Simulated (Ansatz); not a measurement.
Take GeS2 in the 2H-MoS2 type structure (space group P6_3/mmc, No. 194; a = 3.428 Å, c = 10.622 Å; a hypothetical phase, not in the database extracts checked; layered, stacked along the Cartesian z axis) as the base.

Structures relaxed with PBE-D3(BJ)/PAW in Ansatz (a quantum-chemistry and plane-wave program), scalar-relativistic without spin-orbit coupling, earlier PAW set.

Base:

Simulated powder pattern, Mo Kα, λ = 0.71073 Å (kinematic, ideal powder, no thermal factors, no anomalous dispersion; the 8 strongest lines at most, above 2 %, up to 2θ = 40°):

| 2θ (°) | I/Imax (%) | hkl |
|---|---|---|
| 7.67 | 34 | (002) |
| 13.75 | 38 | (100) |
| 17.98 | 100 | (103) |
| 23.74 | 19 | (105) |
| 23.94 | 31 | (110) |
| 30.10 | 21 | (203) |
| 33.55 | 16 | (116) |
| 38.81 | 18 | (213) |

Perturbation: a hydrostatic pressure of 60 GPa.

Question: Where do the lines fall after the change?

Answer: 
Simulated powder pattern, Mo Kα, λ = 0.71073 Å (kinematic, ideal powder, no thermal factors, no anomalous dispersion; the 8 strongest lines at most, above 2 %, up to 2θ = 40°):

```
2θ (°)  d (Å)  I/Imax (%)    hkl
------  -----  ----------  -----
8.44    4.831          23  (002)
15.98   2.557          34  (100)
16.53   2.472          15  (101)
20.44   2.003         100  (103)
25.50   1.610          11  (006)
27.86   1.476          27  (110)
34.80   1.188          19  (203)
38.12   1.088          18  (116)
```

The indices refer to the base's conventional cell; one index is shown for lines that coincide.

Load acts through the strain it causes; cell and atoms are relaxed under it. Stability against distortions was not tested. Competing high-pressure phases were not computed. The final runs are not spin-polarised.
